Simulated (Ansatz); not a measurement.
The reference is BaTiO3 in the cubic perovskite structure (space group Pm-3m, No. 221).

```
BaTiO3
1.0
    3.99404     0.00000     0.00000
    0.00000     3.99404     0.00000
    0.00000     0.00000     3.99404
Ba Ti O
1 1 3
Direct
  0.00000   0.00000   0.00000
  0.50000   0.50000   0.50000
  0.00000   0.50000   0.50000
  0.50000   0.50000   0.00000
  0.50000   0.00000   0.50000
```

Computed with Ansatz (a first-principles code) r2SCAN, without spin-orbit coupling.

Before the change:

| Property | Value |
|---|---|
| Gap character | indirect, R → Γ |
| Band gap | 2.17 eV |
| Width of the top valence band | 0.96 eV |
| Lattice parameter a | 3.994 Å |

The change: a hydrostatic pressure of 100 GPa.

Question: What does the calculation give for the hole mass after the change?

Answer: The hole mass (degenerate bands, along [100]) is 0.29, 0.89, 0.89 mₑ (at Γ).

Question: What does the calculation give for the gap character after the change?

Answer: The gap character goes from indirect, R → Γ to direct at Γ.

Question: What happens to the band gap?

Answer: The band gap goes up by 0.22 eV, from 2.17 eV to 2.39 eV.

Question: How does this affect the width of the top valence band?

Answer: The width of the top valence band increases by 0.42 eV, from 0.96 eV to 1.38 eV.

Question: How does this affect the lattice parameter a?

Answer: The lattice parameter a decreases by 0.370 Å, from 3.994 Å to 3.624 Å.

Load acts through the strain it causes; cell and atoms are relaxed under it. Effective masses come from finite differences of ±0.01 Å⁻¹. Stability against distortions was not tested. No other phases were tried under pressure. All final runs are without spin polarisation. Many cubic perovskites are stable only at high temperature; tilts and polar distortions were not tested. This is not the structure that BaTiO3 has at room temperature and ambient pressure.
